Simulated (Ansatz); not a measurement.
**What isotropic strain −0.69 % does to hypothetical Fm-3m MoTe2**

Take MoTe₂ (space group Fm-3m, No. 225; a = 6.5653 Å; a hypothetical phase, not in the database extracts checked; relaxed with 0.1 eV smearing) as the base.

Modification: every lattice vector is shortened by 0.69 %; the atoms relax in the strained cell.

The values are results of PBEsol/PAW in Ansatz (a first-principles code), no spin-orbit coupling, earlier PAW set, not measurements. k-mesh 15×15×15 (Γ-centred); smearing 0.1 eV (Fermi–Dirac).

The shortest interatomic distance falls by 0.020 Å, from 2.843 Å to 2.823 Å and the energy goes up by 3.3 meV/atom. The band gap is still zero.

Whether these cells are dynamically stable was not tested. The final runs are not spin-polarised. MoTe2 has a high density of states at the Fermi level and may be magnetic at this level.
